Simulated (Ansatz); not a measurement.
A self-consistent single point of Rb2ScAgF6 (Fm-3m, 10 atoms in the cell) with Ansatz (a program for electronic structure).

Method of the run: LDA (PW92), default PAW files made with PBE (plane waves; Ansatz).

```xyz
10
Lattice="0.0000 4.2054 4.2054 4.2054 0.0000 4.2054 4.2054 4.2054 0.0000" Properties=species:S:1:pos:R:3 pbc="T T T"
Rb     2.1027     2.1027     2.1027
Rb     6.3081     6.3081     6.3081
Ag     4.2054     4.2054     4.2054
Sc     0.0000     0.0000     0.0000
F      2.1103     4.2054     4.2054
F      6.3005     4.2054     4.2054
F      4.2054     2.1103     4.2054
F      4.2054     6.3005     4.2054
F      4.2054     4.2054     2.1103
F      4.2054     4.2054     6.3005
```

Reference input (self-consistent single point, DFT, LDA (PW92), plane waves, default PAW files made with PBE): basis.ecutwfc = 420 eV; kpoints.mp_grid.grid = 7 7 7; hamiltonian.xc = lda; hamiltonian.pseudopotentials = {kind: paw} (the program's default PAW files); scf.occupations.method = cold; scf.occupations.width = 0.1 eV. This run's input differs from it in these lines:

Ansatz 0.2 input:
```diff
@@ -18,3 +18,3 @@
 basis:
-  ecutwfc: 420.0
+  ecutwfc: 295.0
 kpoints:
```

Output, abridged:

```
SCF iter   1: F=—  HF=-20657.183262 eV  |F-HF|=—  |Δ(HF+E_count)|=         —  Δρ=4.66e-2  dr2=1.75e0  ethr=1.77e-3  ⟨swp⟩=6.5  Hψ=4048  notcnv=0  defer=1
all-band conjugate gradients solve this SCF's bands
preconditioner: auto → Resta (q_TF=auto, 2.509 Å⁻¹)
SCF iter   2: F=—  HF=-20656.743988 eV  |F-HF|=—  |Δ(HF+E_count)|=   4.39e-1  S|Δr|=    0.00e0  Δρ=1.20e-2  dr2=1.54e-1  ethr=1.77e-3  ⟨swp⟩=2.5  Hψ=2087  notcnv=0  defer=88
   [... lines left out ...]
SCF iter   7: F=—  HF=-20656.712872 eV  |F-HF|=—  |Δ(HF+E_count)|=   2.38e-5  S|Δr|=    0.00e0  Δρ=3.59e-5  dr2=2.61e-6  ethr=1.60e-8  ⟨swp⟩=2.0  Hψ=1999  notcnv=0  defer=88
SCF iter   8: F=—  HF=-20656.712872 eV  |F-HF|=—  |Δ(HF+E_count)|=   5.14e-7  S|Δr|=    0.00e0  Δρ=7.52e-6  dr2=1.22e-7  ethr=2.90e-9  ⟨swp⟩=2.0  Hψ=1892  notcnv=0  defer=88
SCF iter   9: F=-20656.712872 eV  HF=-20656.712872 eV  |F-HF|=3.37e-9  |Δ(HF+E_count)|=   2.04e-8  S|Δr|=    0.00e0  Δρ=1.82e-6  dr2=5.32e-9  ethr=1.11e-10  ⟨swp⟩=10.0  Hψ=4390  notcnv=0
SCF 1 converged in 9 iterations: F = -20656.712872 eV  dr2 = 5.32e-9
Stability not checked (fill_not_monotonic)
Free energy (F): -20656.712872 eV
Internal energy: -20656.712872 eV  (E = F + TS)
E sigma→0 (E₀):  -20656.712872 eV
Fermi energy:    9.226292 eV
--- Forces (eV/Å), atoms counted from 1 ---
  atom   1  Rb     0.00000000     0.00000000     0.00000000
  atom   2  Rb    -0.00000000     0.00000000     0.00000000
  atom   3  Ag     0.00000000     0.00000000    -0.00000000
  atom   4  Sc    -0.00000000    -0.00000000     0.00000000
  atom   5  F     -3.38576541    -0.00000000    -0.00000000
   [... lines left out ...]
  atom  10  F     -0.00000000    -0.00000000     3.38576541
--- Stress (GPa, compression-positive) ---
        3.676432       0.000000       0.000000
        0.000000       3.676432       0.000000
       -0.000000      -0.000000       3.676432
  P = ⅓ Tr σ = 3.6764 GPa (36.764 kbar)
  The stress holds the Pulay correction. Without it, at fixed plane waves, as pw.x and ABINIT print it: P = -31.3243 GPa
```

The run converged in 9 iterations. Against the reference run the free energy rises by 522 meV/atom, the pressure hardly changes (3.74 to 3.68 GPa), the largest force goes from 3.454 to 3.386 eV/Å and the gap on the mesh moves little (1.788 to 1.792 eV).

The starting cell was generated: these elements placed on a structure prototype, without a prior relaxation; it need not be a known phase or ordering of this composition. Forces in this geometry exceed 1 eV/Å. Ansatz's pressure includes its estimate of the finite-basis (Pulay) stress. Without the estimate this run gives -31.32 GPa. The cutoff lies below the one recommended for these files.
